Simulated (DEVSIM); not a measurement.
System: Si/Ge p-n heterojunction, at 250 K.

Layer 1 from the left is Si, thickness (μm) 0.0680, Na (cm⁻³) 1.4e16, τn (s) 6.6e-7, τp (s) 6.6e-7. Layer 2 from the left is Ge, thickness (μm) 0.320, Nd (cm⁻³) 1.8e18, τn (s) 6.6e-7, τp (s) 6.6e-7.

Left contact: ohmic. Right contact: ohmic. Voltage is applied to the left contact. Recombination: SRH at mid-gap, radiative. Mobility is constant in doping.

The device is made up for the run: typed textbook-type constants, with dimensions and the other settings drawn at random. Values at 300 K; Nc and Nv go as T^1.5, mobilities as T to minus their exponent, the gap by Varshni's rule with the affinity fixed.

Si: gap (eV) 1.124, affinity (eV) 4.05, permittivity 11.7, Nc (cm⁻³) 2.86e19, Nv (cm⁻³) 3.1e19, μn (cm²/Vs) 1417, μp (cm²/Vs) 470, T exponent of μn 2.3, T exponent of μp 2.2, B (cm³/s) 4.7e-15, Varshni α (eV/K) 0.000473, Varshni β (K) 636. Ge: gap (eV) 0.664, affinity (eV) 4, permittivity 16, Nc (cm⁻³) 1.04e19, Nv (cm⁻³) 6e18, μn (cm²/Vs) 3900, μp (cm²/Vs) 1900, T exponent of μn 1.66, T exponent of μp 2.33, B (cm³/s) 6.4e-14, Varshni α (eV/K) 0.000477, Varshni β (K) 235.

Model (solved in DEVSIM): 1D drift-diffusion, Boltzmann statistics, complete ionisation; no tunnelling, impact ionisation, image-force lowering or self-heating. Band offsets follow the typed affinities; no thermionic-emission limit at abrupt steps, no polarisation charge.

### Question
What does the simulation give for the largest field in the device at zero bias, the dark forward voltage at 100 A/cm², the potential step across the device at zero bias?

### Answer
largest field in the device at zero bias 180000 V/cm; dark forward voltage at 100 A/cm² 0.661 V; potential step across the device at zero bias 0.994 V.
